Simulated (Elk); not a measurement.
Band structure of Hg₃Pt (I4/mmm, 4 atoms in the cell).

```yaml
crystal:
  lattice:
    - [-2.10218, 2.10218, 4.63253]
    - [2.10218, -2.10218, 4.63253]
    - [2.10218, 2.10218, -4.63253]
  atoms:
    - { symbol: Hg, position: [0.75000, 0.25000, 0.50000] }
    - { symbol: Hg, position: [0.25000, 0.75000, 0.50000] }
    - { symbol: Hg, position: [0.50000, 0.50000, 0.00000] }
    - { symbol: Pt, position: [0.00000, 0.00000, 0.00000] }
```

Method: LDA (PW92), all-electron FP-LAPW, Elk's shipped species files, APW+lo basis with extra local orbitals in Elk 10.2.4.

Settings: rgkmax = 7.5; swidth = 0.00367493 Ha; ngridk = 8 8 8; gmaxvr = 14 1/bohr; nxlo = 2; lorbcnd = true; lmaxi = 3; maxscl = 100.

The starting cell comes from a database of computed structures (which also holds hypothetical and non-ambient phases and stackings), without a prior relaxation at this level. Spin-orbit coupling is off. Spin polarisation is off. Values depend on the basis (sphere radii, cutoffs, local orbitals), which need not be converged.

Levels in eV from the Fermi level, bands 39 to 46:
| point | 39 | 40 | 41 | 42 | 43 | 44 | 45 | 46 |
|---|---|---|---|---|---|---|---|---|
| Γ | -2.20 | -1.37 | -0.88 | 1.31 | 1.61 | 3.50 | 3.78 | 3.78 |
| X | -2.23 | -1.90 | -1.72 | -1.38 | -0.58 | 0.29 | 0.93 | 4.55 |
| Y | -2.25 | -2.19 | -1.68 | -1.64 | -0.46 | 1.52 | 2.38 | 4.69 |
| S | -2.06 | -1.93 | -1.76 | -1.70 | 1.54 | 3.55 | 4.61 | 6.51 |
| Z | -1.80 | -1.80 | -1.39 | 0.40 | 0.40 | 2.49 | 3.60 | 7.26 |
| S1 | -2.06 | -1.93 | -1.76 | -1.70 | 1.54 | 3.55 | 4.61 | 6.51 |
| N | -2.11 | -1.98 | -1.72 | -1.48 | 0.34 | 4.57 | 4.88 | 5.47 |
| P | -2.08 | -2.08 | -1.72 | -0.84 | -0.64 | 1.99 | 2.14 | 2.14 |
| Y1 | -2.25 | -2.19 | -1.68 | -1.64 | -0.46 | 1.52 | 2.38 | 4.69 |

Bands cross the Fermi level along this path, so the cell is metallic at this level.
